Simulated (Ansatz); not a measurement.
LaN (space group P4/nmm, No. 129; a model cell, its experimental status unchecked)

```cif
data_La2N2
_chemical_formula_sum 'La2 N2'
_space_group_name_H-M_alt 'P4/nmm :1'
_space_group_IT_number 129
_space_group_name_Hall 'P 4ab 2ab -1ab'
_cell_length_a 3.70522
_cell_length_b 3.70522
_cell_length_c 5.27211
_cell_angle_alpha 90.000
_cell_angle_beta 90.000
_cell_angle_gamma 90.000
loop_
_space_group_symop_operation_xyz
  'x, y, z'
  '-y+1/2, x+1/2, z'
  '-x, -y, z'
  'y+1/2, -x+1/2, z'
  'x+1/2, -y+1/2, -z'
  '-y, -x, -z'
  '-x+1/2, y+1/2, -z'
  'y, x, -z'
  '-x+1/2, -y+1/2, -z'
  'y, -x, -z'
  'x+1/2, y+1/2, -z'
  '-y, x, -z'
  '-x, y, z'
  'y+1/2, x+1/2, z'
  'x, -y, z'
  '-y+1/2, -x+1/2, z'
loop_
_atom_site_label
_atom_site_type_symbol
_atom_site_symmetry_multiplicity
_atom_site_Wyckoff_symbol
_atom_site_fract_x
_atom_site_fract_y
_atom_site_fract_z
_atom_site_occupancy
La1 La 2 c 0.00000 0.50000 0.25362 1
N1 N 2 c 0.50000 0.00000 0.26507 1
```

Method: PBEsol in Ansatz (plane waves to 420 eV, PAW, without spin-orbit coupling). Settings: 13×13×9 k-points, 0.05 eV Fermi–Dirac smearing.

| Quantity | Result |
|---|---|
| Volume per atom | 18.09 Å³ |
| Density | 7.02 g/cm³ |
| Band gap | zero |
| Total energy | -3271.241 eV/atom (σ→0; compares only within this code and set-up) |

Whether these cells are dynamically stable was not tested. The base started in Pnma and relaxed to P4/nmm at this level. All final runs are without spin polarisation. A zero or small gap of LaN can be the functional's error rather than a property of the material.

Ansatz is an electronic-structure program.
